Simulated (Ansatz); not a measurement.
# Effect of isotropic strain +3.00 % on BaHfO3

Take BaHfO$_{3}$ in the cubic perovskite structure (space group Pm-3m, No. 221; a = 4.158 Å) as the base.

Now apply this change: the cell is scaled by 1.0300 in all directions; the atoms relax in the strained cell.

Method: Kohn–Sham DFT with the PBEsol functional, run in Ansatz (an electronic-structure program) with PAW and 420 eV plane waves, spin-orbit coupling left out. Γ-centred 8×8×8 mesh, Fermi–Dirac width 0.05 eV.

```csv
quantity,base,changed,shift
volume per atom,14.37 Å³,15.71 Å³,+1.333 Å³
space group,Pm-3m (No. 221),Pm-3m (No. 221),–
shortest interatomic distance,2.079 Å,2.141 Å,+0.062 Å
energy relative to the base (free energy F),0 meV/atom,+56 meV/atom,+56 meV/atom
pressure,0.00 GPa,-12.32 GPa,-12.32 GPa
band gap,3.58 eV,3.41 eV,-0.178 eV
gap character,"indirect, R → Γ","indirect, R → Γ",–
smallest direct gap,3.67 eV,3.61 eV,-0.06 eV
mean gap deformation potential ΔEg/Δln V,–,-2.0 eV,–
width of the top valence band,0.81 eV,0.77 eV,-0.04 eV
"electron mass (degenerate bands, along [100])","0.33, 0.33, 2.2 mₑ (at Γ)","0.35, 0.35, 2.4 mₑ (at Γ)",–
```

Spin-orbit coupling, missing from the scalar runs, can matter with Hf. Effective masses come from finite differences of ±0.01 Å⁻¹. No phonon test of stability was made.
